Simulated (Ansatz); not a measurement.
How far to go with the plane-wave cutoff: KMgF₃ (P4mm, 5 atoms in the cell)

```
KMgF3
1.0
    4.00995     0.00000     0.00000
    0.00000     4.00995     0.00000
    0.00000     0.00000     4.00995
K Mg F
1 1 3
Direct
  0.00000   0.00000   0.01247
  0.50000   0.50000   0.50000
  0.50000   0.00000   0.50000
  0.00000   0.50000   0.50000
  0.50000   0.50000   0.00000
```

Method: LDA (PW92), default PAW files made with PBE (plane waves; Ansatz, a quantum-chemistry and plane-wave program).

Base settings: basis.ecutwfc = 420 eV; kpoints.mp_grid.grid = 6 6 6; hamiltonian.xc = lda; hamiltonian.pseudopotentials = {kind: paw} (the program's default PAW files); scf.occupations.method = fermi_dirac; scf.occupations.width = 0.02 eV.

The second cell is the first with its lattice scaled by 0.98.

The mesh stays at the base's, so the ladder's end is converged at best in this setting alone.

The first pressure column holds Ansatz's estimate of the finite-basis (Pulay) stress, which hides part of the cutoff error; the other is without it.

Only quantities that move along the ladder and can be compared are tabulated.

The count of work is k-points × plane waves × bands × iterations; it is no time. 

The starting cell has typed, rounded lattice constants, without a prior relaxation at this level. Its lattice was rescaled by up to half a per cent. One atom was moved a little off its site on purpose. In the base run, with a pressure of about -6 GPa the cell is away from its equilibrium volume at this level.

| basis.ecutwfc | free energy less the last step's (meV/atom) | energy of the compressed cell less the first (meV/atom) | pressure (GPa) | pressure without the Pulay estimate (GPa) | largest difference of a force vector from the last step's (eV/Å) | count of work / last |
|---|---|---|---|---|---|---|
| 145 eV | 28354.37 | 293.56 | -34.17 | -844.62 | 0.188 | 0.061 |
| 170 eV | 15340.29 | 258.23 | 3.10 | -540.73 | 0.137 | 0.083 |
| 190 eV | 9220.81 | -24.89 | 0.34 | -374.63 | 0.018 | 0.083 |
| 210 eV | 5516.45 | -51.26 | -5.76 | -257.28 | 0.109 | 0.098 |
| 230 eV | 3232.10 | -27.69 | -9.55 | -172.64 | 0.104 | 0.10 |
| 250 eV | 1909.90 | -38.76 | -8.31 | -116.16 | 0.027 | 0.12 |
| 295 eV | 521.28 | -12.62 | -6.00 | -44.48 | 0.003 | 0.13 |
| 335 eV | 142.70 | -16.68 | -5.33 | -19.01 | 0.001 | 0.16 |
| 380 eV | 27.53 | -16.60 | -5.57 | -8.90 | 0.001 | 0.22 |
| 420 eV | 5.88 | -16.95 | -5.57 | -6.32 | 0.000 | 0.26 |
| 460 eV | 1.96 | -16.87 | -5.55 | -5.66 | 0.000 | 0.30 |
| 505 eV | 1.56 | -16.86 | -5.55 | -5.55 | 0.000 | 0.35 |
| 565 eV | 1.50 | -16.87 | -5.55 | -5.56 | 0.000 | 0.41 |
| 630 eV | 1.43 | -16.89 | -5.55 | -5.56 | 0.000 | 0.49 |
| 735 eV | 1.17 | -16.89 | -5.55 | -5.58 | 0.000 | 0.63 |
| 840 eV | 0.50 | -16.89 | -5.55 | -5.59 | 0.000 | 0.76 |
| 1010 eV | 0.00 | -16.90 | -5.55 | -5.56 | 0.000 | 1.0 |

Coarsest basis.ecutwfc that holds the pressure without the Pulay estimate within 0.2 GPa of the last step, with all finer ones: 460 eV, at 0.30 of the last step's count of work; the step before is off by 0.77 GPa.

Coarsest basis.ecutwfc that holds the free energy within 5 meV/atom of the last step, with all finer ones: 460 eV, at 0.30 of the last step's count of work; the step before is off by 5.9 meV/atom.

Coarsest basis.ecutwfc that holds the forces within 0.02 eV/Å of the last step, with all finer ones: 295 eV, at 0.13 of the last step's count of work; the step before is off by 0.027 eV/Å.

The energy difference between the two cells stays within 1 meV/atom of the last step's from 335 eV on, the total only from 840 eV on: much of the error is common to both cells and cancels.

At the lowest cutoff the pressure without the Pulay estimate lies 839 GPa under the last step's, the usual sign of Pulay stress in an incomplete plane-wave basis.

Keys are those of Ansatz 0.2.
